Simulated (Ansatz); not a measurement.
Amorphous Hf18O39La2, 59 atoms at 8.78 g/cm³, one PBE-relaxed geometry, zone centre. Methods: PBE, scalar-relativistic without spin-orbit coupling (Ansatz, a program for electronic structure); r2SCAN, scalar-relativistic without spin-orbit coupling (Ansatz); HSE06, scalar-relativistic without spin-orbit coupling (Ansatz). Plane waves to 420 eV (r2SCAN 500 eV); exact exchange is cut at the cell's faces. At PBE the levels at the filled edge of the gap are localised (band-tail or defect states), and the nearest spread-out levels lie 4.2 eV apart at the zone centre. All rungs ran without spin polarisation.

A CHGNet melt-quench gave the starting glass, which DFT then relaxed. O atoms were pushed apart under 1.9 Å during the dynamics, to hinder bonds among them. The hot cell started wider than the set density and was brought back towards it in steps. It is the lowest in DFT energy of 2 quenches. It is a model cell: composition and starting density were chosen by hand, and all elements were melted together. No dispersion term was used. Its density started from a set value of 8.75 and ended at 8.78 g/cm³. The simulated quench (nominally 380 K/ps over its main leg) is rapid and tends to freeze in more defects than a deposited or slowly cooled glass has. A cell of this size samples the disorder only roughly. Volume and shape were free in the relaxation.

The relaxation ran on the zone centre alone. At PBE the level gap is 3.94 eV on a 2×2×2 Γ-centred mesh, and the spacing at the zone centre alone 3.97 eV.

Problem. What zone-centre spacing does r2SCAN give, roughly?

Solution. 4.46 eV (+0.49 eV against PBE).

Problem. What zone-centre spacing does HSE06 give, roughly?

Solution. 5.53 eV (+1.56 eV against PBE).

The highest filled and the lowest empty state spread over these numbers of atoms (participation numbers): PBE: 5.6 and 27.9; r2SCAN: 5.5 and 28.6; HSE06: 5.5 and 30.6.
